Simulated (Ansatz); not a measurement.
System: Cu₂ZnSnSe₄ (I-42m, No. 121). Method: PBE0 (PAW; Ansatz, a quantum-chemistry and plane-wave program).

Input:

Ansatz 0.2 input:
```yaml
crystal:
  lattice:
    - [-2.8301375598, 2.8301375598, 5.6563363603]
    - [2.8301375598, -2.8301375598, 5.6563363603]
    - [2.8301375598, 2.8301375598, -5.6563363603]
  atoms:
    - { symbol: Zn, position: [0.0, 0.0, 0.0] }
    - { symbol: Cu, position: [0.75, 0.25, 0.5] }
    - { symbol: Cu, position: [0.25, 0.75, 0.5] }
    - { symbol: Sn, position: [0.5, 0.5, 0.0] }
    - { symbol: Se, position: [0.6244206666, 0.6244206666, 0.5210924072] }
    - { symbol: Se, position: [0.3755793334, 0.8966717406, 0.0] }
    - { symbol: Se, position: [0.1033282594, 0.1033282594, 0.4789075928] }
    - { symbol: Se, position: [0.8966717406, 0.3755793334, 0.0] }
basis:
  ecutwfc: 460
  ecutrho_ratio: 4
  xc_grid: 2
kpoints:
  mp_grid: { grid: [6, 6, 6] }
hamiltonian:
  xc: pbe0
  dispersion: none
  pseudopotentials: { azcp: { folder: ./paw }, kind: paw }
scf:
  occupations: { method: fermi_dirac, width: 0.01 }
  convergence: { dr2_threshold: 0.0000000008 }
output:
  forces: true
  stress: true
  eigenvalues: true
```

From the output:

```
WARN output.stress: scf.exx.energy_threshold = 1e-6 eV is looser than the 8e-8 eV advised for a stress under a hybrid functional (1e-8 eV for each atom of the …
Crystal: 8 atoms, lattice volume = 181.222 Å³
Basis set: ecut = 460 eV, 4035 PW (Γ), exchange–correlation on 100×100×100 points (8 copies of the dense FFT grid, shifted against one another)
Bands: 77, of which v1, the nominal top of the filled ones, is band 64 counted from 1 (63 counted from 0)
Symmetry: 8 space group operations
Space group: I-42m (ITA 121), of the structure as read, at distance tolerance 5.7e-5 Å
k-points: 30 of 216 (time reversal used)
Initial density: superposition of atomic densities (chi_scale 0.1, normalization cell, long waves kept (reshape's long-wave potential 0.01 eV rms))
Functional: x = pbe(κ = 0.804, μ = 0.2195149727645171), c = pbe(β = 0.06672455060314922), warm-up for x = 0.75 pbe(κ = 0.804, μ = 0.2195149727645171) + 0.25 exact, c = pbe(β = 0.06672455060314922)
SCF iter   1: F=—  HF=-44474.015450 eV  |F-HF|=—  |Δ(HF+E_count)|=         —  Δρ=5.49e-2  dr2=4.62e0
SCF iter   2: F=—  HF=-44474.840026 eV  |F-HF|=—  |Δ(HF+E_count)|=   8.25e-1  Δρ=1.19e-1  dr2=1.89e1
  ...
SCF 1 converged in 13 iterations: F = -44473.059516 eV  dr2 = 2.38e-10
Crystal: 8 atoms, lattice volume = 181.222 Å³
Initial density: handed on by an earlier stage of this run
Functional: x = 0.75 pbe(κ = 0.804, μ = 0.2195149727645171) + 0.25 exact, c = pbe(β = 0.06672455060314922)
SCF 2 converged in 11 iterations: F = -44481.031248 eV  dr2 = 1.84e-10
Crystal: 8 atoms, lattice volume = 181.222 Å³
Crystal: 8 atoms, lattice volume = 181.222 Å³
SCF iter   8: F=-44481.119061 eV  HF=-44481.119061 eV  |F-HF|=1.93e-9  |Δ(HF+E_count)|=   7.45e-8  Δρ=1.37e-6  dr2=3.68e-9
Crystal: 8 atoms, lattice volume = 181.222 Å³
SCF iter   1: F=—  HF=-44481.119061 eV  |F-HF|=—  |Δ(HF+E_count)|=         —  Δρ=1.15e-6  dr2=2.48e-9
SCF 5 converged in 2 iterations: F = -44481.119061 eV  dr2 = 5.13e-10
Free energy (F): -44481.119061 eV
Internal energy: -44481.119061 eV  (E = F + TS)
E sigma→0 (E₀):  -44481.119061 eV
Fermi energy:    8.280462 eV
--- Forces (eV/Å), atoms counted from 1 ---
  atom   1  Zn    -0.00000000     0.00000000     0.00000000
  atom   2  Cu    -0.00000000     0.00000000     0.00000000
  atom   3  Cu    -0.00000000    -0.00000000     0.00000000
  atom   4  Sn    -0.00000000     0.00000000     0.00000000
  atom   5  Se    -0.23135186    -0.23135186     0.48218018
  atom   6  Se    -0.23135186     0.23135186    -0.48218018
  atom   7  Se     0.23135186     0.23135186     0.48218018
  atom   8  Se     0.23135186    -0.23135186    -0.48218018
--- Stress (GPa, compression-positive) ---
        1.716494       0.000000       0.000000
        0.000000       1.716494       0.000000
        0.000000      -0.000000       1.497023
  P = ⅓ Tr σ = 1.6433 GPa (16.433 kbar)
```

The PAW data were made under PBE.

Note: cell and atoms aren't relaxed at this level (largest force component 0.48 eV/Å, pressure 1.6 GPa).
